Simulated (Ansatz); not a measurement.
Data:

End structure of the (100) surface of rock-salt TiC, Zr on all Ti sites of the second plane (bottom of the slab: a bare face, its two planes held):

```yaml
crystal:
  lattice:
    - [3.06391, 0.00000, 0.00000]
    - [0.00000, 3.06391, 0.00000]
    - [0.00000, 0.00000, 27.50000]
  atoms:
    - { symbol: C, position: [0.00000, 0.00000, 0.29977] }
    - { symbol: Ti, position: [0.50000, 0.50000, 0.29977] }
    - { symbol: C, position: [0.50000, 0.50000, 0.37855] }
    - { symbol: Ti, position: [0.00000, 0.00000, 0.37855] }
    - { symbol: C, position: [0.00000, 0.00000, 0.45707] }
    - { symbol: Ti, position: [0.50000, 0.50000, 0.45694] }
    - { symbol: C, position: [0.50000, 0.50000, 0.53590] }
    - { symbol: Ti, position: [0.00000, 0.00000, 0.53497] }
    - { symbol: C, position: [0.00000, 0.00000, 0.62255] }
    - { symbol: Zr, position: [0.50000, 0.50000, 0.61932] }
    - { symbol: C, position: [0.50000, 0.50000, 0.70652] }
    - { symbol: Ti, position: [0.00000, 0.00000, 0.70130] }
```

Slab: 12 atoms, 11.0 Å thick at the start with caps and adatoms (thin: gaps and levels are the slab's own); k 12x12x1, smearing 0.1 eV, dipole-corrected; 4 atoms held, the rest relaxed; held to the start's symmetry, so lower structures may exist; no spin, no spin-orbit, no U. In PBE it lies 0.27 eV a 1x1 cell over the lowest computed structure of the same composition (Zr on all Ti sites of the top plane).

Task: Give the work function of the top face at the level PBE in Ansatz (a first-principles code).

Result: 4.61 eV
